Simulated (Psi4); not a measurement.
Psi4 1.11, unrestricted BP86/def2-svp: Co(Br)(OMe)(NH3)2 (C[O][Co](<-[NH3])(<-[NH3])[Br]), charge 0, multiplicity 4, 15 atoms. The geometry is a generated start, not checked to be a minimum at this level.

```yaml
task: energy
method: bp86
basis: def2-svp
memory: 3 GB
maxiter: 100
keys_of_the_molecule_block: symmetry c1
scf_type: df (default)
diis_max_vecs: 10 (default)
e_convergence: 1e-06 (default)
d_convergence: 1e-06 (default)
dft_radial_points: 75 (default)
dft_spherical_points: 302 (default)
basis_functions: 164
grid_points: 322291
```

```xyz
15

Co    -0.5807     0.2168     0.6164
Br    -1.6045     0.6429     2.5287
O     -0.6061     0.3386    -1.1107
C     -0.6609     0.5145    -2.4597
H     -0.1932    -0.3347    -2.9854
H     -1.7012     0.5999    -2.8081
H     -0.1282     1.4301    -2.7588
N      1.4219     1.3394     1.1381
H      1.7704     1.0992     2.0609
H      1.1878     2.3273     1.1490
H      2.1629     1.1994     0.4611
N     -0.2763    -2.0759     0.9989
H     -0.8595    -2.3360     1.7896
H      0.6717    -2.3754     1.1949
H     -0.6043    -2.5861     0.1850
```

Charge 0 and multiplicity 4 are set for this test and not shown to be the ground state.

With the defaults (scf_initial_accelerator = adiis, damping_percentage = 0, diis = true, soscf = false, soscf_start_convergence = 0.01, level_shift = 0, level_shift_cutoff = 0.01, guess = auto, which took SAD) it converges in 29 SCF iterations. One run each on 2 threads, with these changes:
- scf_initial_accelerator = ediis
- damping_percentage = 20
- soscf = true, soscf_start_convergence = 0.1
- scf_initial_accelerator = none
- soscf = true, soscf_start_convergence = 0.001
- scf_initial_accelerator = none, damping_percentage = 60, diis = false
- level_shift = 0.1, level_shift_cutoff = 0.001
- guess = gwh
- damping_percentage = 60

Q: Which runs fail or end elsewhere than the default run?

A: No convergence: scf_initial_accelerator = none; damping_percentage = 60; scf_initial_accelerator = none, damping_percentage = 60, diis = false; soscf = true, soscf_start_convergence = 0.1 (the run ends without SCF convergence in 100 iterations). The rest reach the solution of the defaults.

```json
[
 {"setting": "damping_percentage = 20", "SCF iterations": "26", "JK calls": "27", "end": "same solution"},
 {"setting": "soscf = true, soscf_start_convergence = 0.001", "SCF iterations": "26", "JK calls": "62", "end": "same solution"},
 {"setting": "scf_initial_accelerator = ediis", "SCF iterations": "27", "JK calls": "28", "end": "same solution"},
 {"setting": "the defaults", "SCF iterations": "29", "JK calls": "30", "end": "same solution"},
 {"setting": "level_shift = 0.1, level_shift_cutoff = 0.001", "SCF iterations": "29", "JK calls": "30", "end": "same solution"},
 {"setting": "guess = gwh", "SCF iterations": "34", "JK calls": "34", "end": "same solution"},
 {"setting": "scf_initial_accelerator = none", "SCF iterations": "100", "JK calls": "101", "end": "no convergence"},
 {"setting": "damping_percentage = 60", "SCF iterations": "100", "JK calls": "101", "end": "no convergence"},
 {"setting": "scf_initial_accelerator = none, damping_percentage = 60, diis = false", "SCF iterations": "100", "JK calls": "101", "end": "no convergence"},
 {"setting": "soscf = true, soscf_start_convergence = 0.1", "SCF iterations": "100", "JK calls": "361", "end": "no convergence"}
]
```

An SOSCF iteration holds several JK calls; a Hückel guess adds calls on atoms.
